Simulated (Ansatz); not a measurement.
The parent structure is Na3Sb (space group P6_3/mmc, No. 194).

```xyz
8
Lattice="5.3122 0.0000 0.0000 -2.6561 4.6005 0.0000 0.0000 0.0000 9.4529" Properties=species:S:1:pos:R:3 pbc="T T T"
Sb     0.0000     3.0670     2.3632
Sb     2.6561     1.5335     7.0896
Na     0.0000     0.0000     2.3632
Na     0.0000     0.0000     7.0896
Na     0.0000     3.0670     5.5057
Na     2.6561     1.5335     0.7792
Na     0.0000     3.0670     8.6736
Na     2.6561     1.5335     3.9472
```

Cartesian axes are those of the cell as printed.

All numbers come from DFT with PBEsol, PAW potentials and a 420 eV plane-wave cutoff in Ansatz (a quantum-chemistry and plane-wave program), scalar-relativistic without spin-orbit coupling.

Strains are applied to the cell and any free atomic positions relax; under biaxial strain the out-of-plane vector relaxes too.

One change was made to it. Results:

```csv
quantity,base,after
"valence-band top at Γ (three highest levels, from the VBM)","0.00, 0.00, -0.16 eV","0.00, 0.00, -0.13 eV"
band gap,0.43 eV,0.34 eV
electron mass,"0.076 mₑ along c, 0.061 mₑ across (at Γ)","0.064 mₑ out of plane, 0.049 mₑ in plane (at Γ)"
```

Problem. Name the change that was made.
(A) biaxial strain +0.75 %, plane normal [001], relaxed out of plane
(B) biaxial strain +3.00 %, plane normal [001], relaxed out of plane
(C) biaxial strain +1.50 %, plane normal [001], relaxed out of plane

Solution. B, biaxial strain +3.00 %, plane normal [001], relaxed out of plane. For comparison, the band gap in the other runs: biaxial strain +1.50 %, plane normal [001], relaxed out of plane gives 0.39 eV; biaxial strain +0.75 %, plane normal [001], relaxed out of plane gives 0.41 eV.

Spin-orbit coupling, missing from the scalar runs, can matter with Sb. Masses are band curvatures over ±0.01 Å⁻¹ around the edge. Whether these cells are dynamically stable was not tested.
